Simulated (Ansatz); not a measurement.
YSi₂ (model structure, started from the CrSi2 type, P6₂22, No. 180, 9 atoms in the cell): equilibrium lattice constant a by level of theory

No measured value is used here.

| level (code) | value (Å) |
|---|---|
| PBE (Ansatz) | 5.364 |
| PBEsol (Ansatz) | 5.292 |
| PBE-D3(BJ) (Ansatz) | 5.281 |

Ansatz's density-functional and Hartree–Fock values are scalar-relativistic unless marked +SOC, with PAW data made under PBE.

A model structure was made by putting elements into a prototype or built by hand; it is no filed structure, need not be a known phase, and can be a saddle point held by its symmetry.

Ansatz is an electronic-structure program.
